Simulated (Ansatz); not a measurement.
Ansatz (a quantum-chemistry and plane-wave program) run on Sr2ZnWO6 (P1, 10 atoms in the cell): dielectric-response calculation.

Level of theory: PBEsol, default PAW files made with PBE (plane waves; Ansatz).

```xyz
10
Lattice="-2.8312 2.8312 4.0808 2.8312 -2.8312 4.0808 2.8312 2.8312 -4.0808" Properties=species:S:1:pos:R:3 pbc="T T T"
Sr     2.8425    -0.0112     2.0190
Sr    -0.0205     2.8281     2.0159
Zn    -0.0334     0.0428     4.1167
W     -0.0078    -0.0358     0.0200
O      1.2255     1.7102     4.1080
O      1.6350     1.1093     0.0085
O      1.1035     4.0438     0.0193
O      1.7389    -1.1970     4.0603
O      0.0070     0.0126     1.9462
O      0.0029    -0.0092     6.1713
```

Reference input (self-consistent single point, DFT, PBEsol, plane waves, default PAW files made with PBE): kpoints.mp_grid.grid = 4 4 4; kpoints.mp_grid.shift = 0.5 0.5 0.5; hamiltonian.xc = pbesol; hamiltonian.pseudopotentials = {kind: paw} (the program's default PAW files); scf.occupations.method = fixed. This run's input differs from it in these lines:

```diff
@@ -28,6 +28,3 @@
     method: fixed
-output:
-  forces: true
-  eigenvalues: true
-  stress: true
+dielectric: {}
```

Log, with long lists cut:

```
SCF iter   1: F=—  HF=-23896.701332 eV  |F-HF|=—  |Δ(HF+E_count)|=         —  Δρ=1.64e-2  dr2=3.03e-1  ethr=1.77e-3  ⟨swp⟩=5.2  Hψ=6550  notcnv=0  defer=227
all-band conjugate gradients solve this SCF's bands
preconditioner: auto → Resta (q_TF=auto, 2.524 Å⁻¹)
SCF iter   2: F=—  HF=-23896.637279 eV  |F-HF|=—  |Δ(HF+E_count)|=   6.41e-2  Δρ=4.70e-3  dr2=3.89e-2  ethr=3.69e-4  ⟨swp⟩=2.3  Hψ=2920  notcnv=0  defer=237
   [... lines left out ...]
SCF iter   9: F=—  HF=-23896.630444 eV  |F-HF|=—  |Δ(HF+E_count)|=   5.99e-8  Δρ=4.02e-6  dr2=1.66e-8  ethr=3.84e-10  ⟨swp⟩=2.0  Hψ=2365  notcnv=0  defer=189
SCF iter  10: F=—  HF=-23896.630444 eV  |F-HF|=—  |Δ(HF+E_count)|=   1.06e-8  Δρ=8.55e-7  dr2=1.27e-9  ethr=2.02e-11  ⟨swp⟩=2.0  Hψ=2210  notcnv=0  defer=189
SCF iter  11: F=—  HF=-23896.630444 eV  |F-HF|=—  |Δ(HF+E_count)|=  6.33e-10  Δρ=6.18e-7  dr2=4.55e-10  ethr=1.55e-12  ⟨swp⟩=2.0  Hψ=2456  notcnv=0  defer=189
SCF iter  12: F=-23896.630444 eV  HF=-23896.630444 eV  |F-HF|=1.82e-11  |Δ(HF+E_count)|=  6.55e-11  Δρ=2.26e-7  dr2=6.23e-11  ethr=1.00e-12  ⟨swp⟩=14.0  Hψ=7984  notcnv=0
SCF 1 converged in 12 iterations: F = -23896.630444 eV  dr2 = 6.23e-11
DFPT response loops at Γ: preconditioner auto → none (the input reference at scf.mixing.eps_inf says where Resta's filter doesn't serve); β = 0.50 …
── the response to a field inside a basis, on 4×4×6 k-points: an SCF that follows is theirs, and a resumed run solves both again ──
Crystal: 10 atoms, lattice volume = 130.840 Å³
Bands: 42, of which v1, the nominal top of the filled ones, is band 41 counted from 1 (40 counted from 0)
k-points: 48 of 96 (time reversal used)
Initial density: handed on by an earlier stage of this run
Initial wavefunctions: pseudopotential atomic-orbital guess (no wavefunctions were taken with the density)
Eigensolver: Dense (48 Hₖ)
   [... lines left out ...]
Free energy (F): -23896.630444 eV
Fermi energy:    8.776160 eV
   [... lines left out ...]
         0.00574   -0.07142   -4.14994
    site 9:
        -1.79189   -0.05944   -0.00882
         0.04669   -1.78978   -0.04930
         0.00413    0.04237   -4.12315
  Z* charge neutrality: 1.959e-2 e pre-enforcement
  solved inside a basis spanned on kpoints, on 4×4×6 k-points, its susceptibility summed on 6×6×8: ε∞ is read to err by 2.3e-2, Z* by 5.3e-2 e (field_mesh …
```

The run converged in 19 iterations. 

Summary of the result:
* **Free energy E − TS (on the zero of these files)**: -23896.6304 eV
* **Top of the valence band (on the code's own zero)**: 8.78 eV
* **Gap on the k-point mesh**: 2.92 eV
* **ε∞ at this k-point mesh, which may be far from converged in small-gap cells (xx, yy, zz)**: 4.92, 4.94, 4.97
* **Born charges at this mesh (mean of the diagonal, e)**: Sr 2.57, Sr 2.57, Zn 3.17, W 7.08, O -2.56, O -2.59, O -2.57, O -2.58, O -2.53, O -2.57

The starting cell comes from a database of computed structures (which also holds hypothetical and non-ambient phases and stackings), without a prior relaxation at this level. Its atoms were displaced at random from the sites of space group no. 87. Spin-orbit coupling is off. The shifted mesh does not hold Γ, so a gap read on it misses any band edge there.

Cost on one core of a shared machine: roughly 6 min.

Keys are those of Ansatz 0.2.
